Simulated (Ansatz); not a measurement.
Start from Mo in the bcc (W type) structure (space group Im-3m, No. 229; a = 3.1510 Å; relaxed with 0.1 eV smearing). Axes: x, y, z lie along the cube axes.

Computed with plane-wave PAW DFT at the r2SCAN level (Ansatz, a first-principles code, 500 eV), no SOC.

For the base:

- Shortest interatomic distance: 2.729 Å
- Pressure: 0.0 GPa
- Band gap: zero

Modification: the cell is compressed by 0.72 % along x with no lateral relaxation, atoms relaxed at fixed cell.

Q: Estimate the effect on the shortest interatomic distance, energy relative to the base, pressure and band gap.

A: The shortest interatomic distance decreases by 0.007 Å to 2.722 Å; the energy grows by 1.3 meV/atom; the pressure (mean of the normal stresses, compression positive) goes from zero to 2.0 GPa; the band gap is still zero.

The cells carry an imposed strain or load. Stability against distortions was not tested. All final runs are without spin polarisation.
